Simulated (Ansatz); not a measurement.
Take ZnGeAs$_{2}$ in the chalcopyrite structure (space group I-42d, No. 122; a = 5.655 Å, c = 11.187 Å) as the base. Axes: x, y, z lie along a, b, c of the conventional cell.

The values are results of Ansatz (a quantum-chemistry and plane-wave program) PBEsol, no spin-orbit coupling, not measurements.

Strains are applied to the cell and any free atomic positions relax; under biaxial strain the out-of-plane vector relaxes too.

One change was made to it. Results:

The energy rises by 0.9 meV/atom; the band gap increases by 0.08 eV (0.16 eV → 0.24 eV); the volume per atom decreases by 0.17 Å³, from 22.36 Å³ to 22.19 Å³.

Question: What was done to the base?
(A) biaxial strain −1.50 %, plane normal [001], relaxed out of plane
(B) biaxial strain −2.25 %, plane normal [001], relaxed out of plane
(C) biaxial strain −0.75 %, plane normal [001], relaxed out of plane

Answer: C, biaxial strain −0.75 %, plane normal [001], relaxed out of plane. For comparison, the energy relative to the base in the other runs: biaxial strain −2.25 %, plane normal [001], relaxed out of plane gives +8.0 meV/atom; biaxial strain −1.50 %, plane normal [001], relaxed out of plane gives +3.5 meV/atom.

Whether these cells are dynamically stable was not tested. A zero or small gap of ZnGeAs2 can be the functional's error rather than a property of the material.
